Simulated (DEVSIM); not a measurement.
Device: abrupt Si n-p junction, at 300 K.

Layer 1 from the left is Si, thickness (μm) 1.50, Nd (cm⁻³) 6.4e17, τn (s) 2.3e-6, τp (s) 2.3e-6. Layer 2 from the left is Si, thickness (μm) 6.80, Na (cm⁻³) 5.6e14, τn (s) 2.3e-6, τp (s) 2.3e-6.

Left contact: ohmic. Right contact: ohmic. Voltage is applied to the left contact. Recombination: SRH at mid-gap, radiative, Auger. Mobility is μmin + (μ − μmin)/(1 + (N/Nref)^α).

This is a model device: material constants are rounded textbook-type values typed into the input, and sizes, dopings and lifetimes were drawn at random. Values at 300 K.

Si: gap (eV) 1.124, affinity (eV) 4.05, permittivity 11.7, Nc (cm⁻³) 2.86e19, Nv (cm⁻³) 3.1e19, μn (cm²/Vs) 1417, μp (cm²/Vs) 470, μn,min 52, μp,min 45, Nref,n 9.7e16, Nref,p 2.2e17, αn 0.68, αp 0.72, B (cm³/s) 4.7e-15, Cn (cm⁶/s) 2.8e-31, Cp (cm⁶/s) 9.9e-32.

Q: Estimate by hand the built-in potential, the peak field at zero bias, the capacitance at 1.5 V, and compare with a numerical solution.

A: 
- Built-in potential: ni = √(Nc Nv) exp(−Eg/2kT) = 1.08e10 cm⁻³ with Eg = 1.124 eV; Vbi = kT/q ln(Na Nd/ni²) = 0.743 V; numerical 0.743 V.
- Peak field at zero bias: depletion approximation: W = √(2εVbi/(qN)) = 1.31 μm with N = 5.60e14 cm⁻³; field = 2Vbi/W = 11300 V/cm; numerical 44400 V/cm (estimate below by 74 %).
- Capacitance at 1.5 V: C = √(qεN / 2(Vbi + |V|)) = 4.55 nF/cm²; numerical 4.67 nF/cm² (estimate below by 2.5 %).

Model (solved in DEVSIM): 1D drift-diffusion, Boltzmann statistics, complete ionisation; no tunnelling, impact ionisation, image-force lowering or self-heating.
